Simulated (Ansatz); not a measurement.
**HfSiO4 (I4₁/amd, No. 141, 12 atoms in the cell; start mp-4609)**

Computed with PBE-D3(BJ) (PAW; Ansatz, an electronic-structure program).

Numerical settings: plane-wave cutoff 500 eV, 10×10×10 k mesh, Fermi–Dirac smearing 0.05 eV, scalar-relativistic PAW data made under PBE.

Cell (relaxed at this level):

Space group I4₁/amd, origin choice 1 (No. 141); a = b = 6.6070 Å, c = 5.9968 Å, α = β = γ = 90.00°

```json
[
 {"atom": "Hf", "site": "4a", "symmetry": "-4m2", "x": "0.0000", "y": "0.0000", "z": "0.0000"},
 {"atom": "Si", "site": "4b", "symmetry": "-4m2", "x": "0.0000", "y": "0.0000", "z": "0.5000"},
 {"atom": "O", "site": "16h", "symmetry": ".m.", "x": "0.3152", "y": "0.0000", "z": "0.0692"}
]
```
(The calculation used a cell of 12 atoms; values per cell refer to that cell.)

```yaml
band_gap: 5.39 eV (on the SCF k mesh)
```

Note: the relaxation could not lower the start's symmetry, so the cell can be a saddle point above a distorted one.

Spin–orbit coupling is not included.

Static lattice: no zero-point or thermal effects.

The result took around 4 core-minutes (rough).

A start named mp-… is a Materials Project structure, which need not be a measured phase.
